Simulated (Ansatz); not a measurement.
This Ansatz (a first-principles code) input is the reference run, CuI in the zinc blende structure (space group F-43m, No. 216), computed with Ansatz PBEsol, spin-orbit coupling left out:

Ansatz 0.2 input:
```yaml
crystal:
  lattice:
    - [0, 2.9696601462, 2.9696601462]
    - [2.9696601462, 0, 2.9696601462]
    - [2.9696601462, 2.9696601462, 0]
  atoms:
    - { symbol: Cu, position: [0, 0, 0] }
    - { symbol: I, position: [0.25, 0.25, 0.25] }
basis: { ecutwfc: 420, ecutrho_ratio: 4, xc_grid: 2, fft_grid_basis: typed }
kpoints: { mp_grid: { grid: [10, 10, 10] } }
hamiltonian:
  xc: pbesol
  dispersion: none
  pseudopotentials: { kind: paw }
scf: { occupations: { method: fermi_dirac, width: 0.05 }, convergence: { dr2_threshold: 0.0000000002 } }
output: { forces: true, stress: true }
checkpoint: { write: state.ck, write_every: 1000 }
```

**Question.** Write the input for this change: uniaxial strain ε_zz = +0.50 %, all other strain components held at zero, atoms relaxed at fixed cell.

**Answer.** 
Ansatz 0.2 input:
```yaml
crystal:
  lattice:
    - [0, 2.9696601462, 2.9845084469]
    - [2.9696601462, 0, 2.9845084469]
    - [2.9696601462, 2.9696601462, 0]
  atoms:
    - { symbol: Cu, position: [0, 0, 0] }
    - { symbol: I, position: [0.25, 0.25, 0.25] }
basis: { ecutwfc: 420, ecutrho_ratio: 4, xc_grid: 2, fft_grid_basis: typed }
kpoints: { mp_grid: { grid: [10, 10, 10] } }
hamiltonian:
  xc: pbesol
  dispersion: none
  pseudopotentials: { kind: paw }
scf: { occupations: { method: fermi_dirac, width: 0.05 }, convergence: { dr2_threshold: 0.0000000002 } }
relax: { f_tol: 0.005, max_steps: 50 }
output: { forces: true, stress: true }
checkpoint: { write: state.ck, write_every: 1000 }
```
This is the input that was run.

Stability against distortions was not tested. All final runs are without spin polarisation.
